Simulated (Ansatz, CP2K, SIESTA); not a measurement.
# Code comparison for Cr₃Ge (P1, 8 atoms in the cell)

Self-consistent single point, at a second geometry (atoms moved at random). First geometry:

```xyz
8
Lattice="4.5498 0.0000 0.0000 0.0000 4.5498 0.0000 0.0000 0.0000 4.5498" Properties=species:S:1:pos:R:3 pbc="T T T"
Cr     1.1375     0.0000     2.2749
Cr     3.4124     0.0000     2.2749
Cr     2.2749     3.4124     0.0000
Cr     2.2749     1.1375     0.0000
Cr     0.0000     2.2749     3.4124
Cr     0.0000     2.2749     1.1375
Ge     0.0000     0.0000     0.0000
Ge     2.2749     2.2749     2.2749
```

Second geometry:
```
Cr3Ge
1.0
    4.54985     0.00000     0.00000
    0.00000     4.54985     0.00000
    0.00000     0.00000     4.54985
Cr Ge
6 2
Direct
  0.25341   0.98431   0.49700
  0.73784   0.98941   0.50344
  0.49432   0.75215   0.00275
  0.48269   0.25311   0.99893
  0.00182   0.50018   0.74025
  0.00609   0.51601   0.26057
  0.01575   0.99871   0.00475
  0.50808   0.50612   0.49231
```

Shared settings, as Ansatz (an electronic-structure program) writes them: kpoints.mp_grid.grid = 5 5 5; scf.occupations.method = gaussian; scf.occupations.width = 0.272 eV. Potentials and cutoffs stand in the table.

```json
[
 {"code": "SIESTA", "model": "GGA PBEsol, numerical atomic orbitals TZP, PseudoDojo PBEsol standard norm-conserving potentials (rewritten from UPF to PSML)", "ΔF from the first geometry (meV/atom)": "40.6", "pressure (GPa)": "-3.45", "largest force (eV/Å)": "1.958", "cutoff": "grid 300 Ry"},
 {"code": "Ansatz", "model": "PBEsol, PAW files made with PBE", "ΔF from the first geometry (meV/atom)": "38.7", "pressure (GPa)": "-1.54", "largest force (eV/Å)": "1.787", "cutoff": "420 eV"},
 {"code": "CP2K", "model": "PBEsol, GPW, DZVP-MOLOPT-SR-GTH basis, GTH-PBE potentials (GTH_POTENTIALS)", "ΔF from the first geometry (meV/atom)": "40.0", "pressure (GPa)": "0.43", "largest force (eV/Å)": "1.838", "cutoff": "grid 600 Ry"}
]
```

Size of the force on each atom (eV/Å): Sizes of forces hide their directions.

```tsv
code	Cr1	Cr2	Cr3	Cr4	Cr5	Cr6	Ge7	Ge8
SIESTA	1.239	1.098	0.826	1.336	0.615	1.251	1.958	1.467
Ansatz	1.203	1.072	0.784	1.295	0.572	1.240	1.787	1.340
CP2K	1.241	1.120	0.811	1.328	0.638	1.292	1.838	1.377
```

On Ansatz's run: spin polarisation is off.

The spread over the programs that give each value: ΔF from the first geometry within 1.9 meV/atom; pressure within 3.88 GPa; largest force within 0.171 eV/Å.

SIESTA and CP2K use small atom-centred bases, whose incompleteness enters pressures, forces and empty levels differently from a plane-wave cutoff. Ansatz's pressure is given at a fixed set of plane waves, as the other plane-wave codes print theirs; with its correction for the finite basis it is -1.44 GPa.

The starting cell comes from a database of computed structures (which also holds hypothetical and non-ambient phases and stackings), without a prior relaxation at this level. Its lattice was rescaled by a random factor within 2.5 % of one. For this run, on top of that: atoms moved at random.

Keys are those of Ansatz 0.2.
